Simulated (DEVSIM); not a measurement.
Structure: illuminated GaSb p-on-n cell, one wavelength, at 400 K.

```tsv
layer (left to right)	material	thickness (μm)	Nd (cm⁻³)	Na (cm⁻³)	τn (s)	τp (s)	absorption coefficient (cm⁻¹)
1	GaSb	0.250	-	8.3e17	2e-9	8.6e-10	31000
2	GaSb	6.00	7.2e16	-	3.6e-8	3.6e-8	31000
```

Left contact: ohmic, minority electron recombination velocity 1e6 cm/s. Right contact: ohmic, minority hole recombination velocity 10000 cm/s. Voltage is applied to the left contact. Recombination: SRH at mid-gap, radiative, Auger. Light enters at the left, 5.4e16 photons cm⁻² s⁻¹, one pass, no reflection. Mobility is μmin + (μ − μmin)/(1 + (N/Nref)^α).

This is a model device: material constants are rounded textbook-type values typed into the input, and sizes, dopings and lifetimes were drawn at random. Values at 300 K; Nc and Nv go as T^1.5, mobilities as T to minus their exponent, the gap by Varshni's rule with the affinity fixed.

```tsv
parameter	GaSb
gap (eV)	0.726
affinity (eV)	4.06
permittivity	15.7
Nc (cm⁻³)	2.1e17
Nv (cm⁻³)	1.8e19
μn (cm²/Vs)	5000
μp (cm²/Vs)	850
μn,min	1000
μp,min	190
Nref,n	2.8e17
Nref,p	9e17
αn	1.05
αp	0.65
T exponent of μn	2
T exponent of μp	1.7
B (cm³/s)	1e-10
Cn (cm⁶/s)	5e-30
Cp (cm⁶/s)	5e-30
Varshni α (eV/K)	0.00042
Varshni β (K)	140
```

Simulated with DEVSIM: 1D drift-diffusion, Boltzmann statistics, complete ionisation; no tunnelling, impact ionisation, image-force lowering or self-heating.

Base results: dark forward voltage at 1 A/cm² (V) 0.195; dark forward voltage at 100 A/cm² (V) 0.356; largest field in the device at zero bias (V/cm) 88000; potential step across the device at zero bias (V) 0.515.

Q: What follows from this one change: thickness of layer 1 0.25 → 0.42 μm?

A: dark forward voltage at 1 A/cm² 0.195 → 0.200 V; dark forward voltage at 100 A/cm² 0.356 → 0.362 V; largest field in the device at zero bias little changed (88000 V/cm); potential step across the device at zero bias little changed (0.515 V).

Q: What follows from this one change: minority lifetime in layer 2 3.6e-08 → 3.6e-07 s?

A: dark forward voltage at 1 A/cm² 0.195 → 0.199 V; dark forward voltage at 100 A/cm² little changed (0.360 V); largest field in the device at zero bias little changed (88000 V/cm); potential step across the device at zero bias little changed (0.515 V).

Q: What follows from this one change: temperature 400 → 250 K?

A: dark forward voltage at 1 A/cm² 0.195 → 0.466 V; dark forward voltage at 100 A/cm² 0.356 → 0.567 V; largest field in the device at zero bias 88000 → 98000 V/cm; potential step across the device at zero bias 0.515 → 0.667 V.

Q: What follows from this one change: recombination velocity at the left contact 1e+06 → 10000 cm/s?

A: dark forward voltage at 1 A/cm² 0.195 → 0.237 V; dark forward voltage at 100 A/cm² 0.356 → 0.406 V; largest field in the device at zero bias little changed (88000 V/cm); potential step across the device at zero bias little changed (0.515 V).

Q: What follows from this one change: constant mobility in place of the doping-dependent one?

A: dark forward voltage at 1 A/cm² 0.195 → 0.190 V; dark forward voltage at 100 A/cm² 0.356 → 0.351 V; largest field in the device at zero bias little changed (88000 V/cm); potential step across the device at zero bias little changed (0.515 V).
